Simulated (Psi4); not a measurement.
Psi4 1.11, unrestricted BP86/def2-svp: [NH]N, charge 0, multiplicity 2, 5 atoms. The geometry is a generated start, not checked to be a minimum at this level.

task: energy
method: bp86
basis: def2-svp
memory: 3 GB
maxiter: 100
keys of the molecule block: symmetry c1
scf_type: df (default)
e_convergence: 1e-06 (default)
d_convergence: 1e-06 (default)
dft_radial_points: 75 (default)
dft_spherical_points: 302 (default)
basis functions: 43
grid points: 109020

```xyz
5

N      0.7675    -0.5366     0.0575
N     -0.4367     0.0015    -0.1427
H      1.4837     0.1866    -0.0064
H     -0.6218     0.9856     0.0275
H     -1.1928    -0.6371     0.0640
```

Charge 0 and multiplicity 2 are set for this test and not shown to be the ground state.

With the defaults (diis = true, scf_initial_accelerator = adiis, damping_percentage = 0, diis_start = 1, guess = auto, which took SAD, soscf = false, soscf_start_convergence = 0.01, diis_max_vecs = 10) it converges in 9 SCF iterations. One run each on 2 threads, with these changes:
- soscf = true, soscf_start_convergence = 0.1
- diis_max_vecs = 20
- diis = false, scf_initial_accelerator = none, damping_percentage = 60
- guess = modhuckel
- guess = sapgau
- guess = sadno
- scf_initial_accelerator = ediis
- damping_percentage = 60
- diis_start = 4

### Question
Name the settings that don't reach the solution of the defaults.

### Answer
No convergence: diis = false, scf_initial_accelerator = none, damping_percentage = 60 (the run ends without SCF convergence in 100 iterations). The rest reach the solution of the defaults.

```tsv
setting	SCF iterations	JK calls	end
soscf = true, soscf_start_convergence = 0.1	6	22	same solution
the defaults	9	10	same solution
scf_initial_accelerator = ediis	9	10	same solution
diis_max_vecs = 20	9	10	same solution
guess = sapgau	9	9	same solution
guess = modhuckel	10	20	same solution
guess = sadno	10	10	same solution
diis_start = 4	14	15	same solution
damping_percentage = 60	77	78	same solution
diis = false, scf_initial_accelerator = none, damping_percentage = 60	100	101	no convergence
```

An SOSCF iteration holds several JK calls; a Hückel guess adds calls on atoms.
